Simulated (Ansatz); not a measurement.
```yaml
crystal:
  lattice:
    - [0.00000, 2.35572, 2.35572]
    - [2.35572, 0.00000, 2.35572]
    - [2.35572, 2.35572, 0.00000]
  atoms:
    - { symbol: Ca, position: [0.00000, 0.00000, 0.00000] }
    - { symbol: O, position: [0.50000, 0.50000, 0.50000] }
```

Computed with PBE, rigid bands (plane waves, PAW, scalar-relativistic; Ansatz, a program for electronic structure). Condition of this run: hydrostatic pressure of 4.4 GPa (compression positive) (the target of the relaxation). Geometry: cell and atoms relaxed with PBEsol, then loaded as said.

Question: Predict the electron conductivity mass (n e² τ/σ) at 300 K, by direction if it differs.

Answer: 0.56 mₑ.

Question: Predict the hole conductivity mass (n e² τ/σ) at 300 K, by direction if it differs.

Answer: 1.32 mₑ.

Question: And the band gap?

Answer: 3.63 eV at this level; semilocal functionals usually fall short of the measured gap.

Rigid bands, one relaxation time for all states, no polarons. Spin-orbit coupling is left out; where it splits the top of the valence band it changes the hole mass and lowers the gap by about a third of the splitting. Geometry: cell and atoms relaxed with PBEsol.
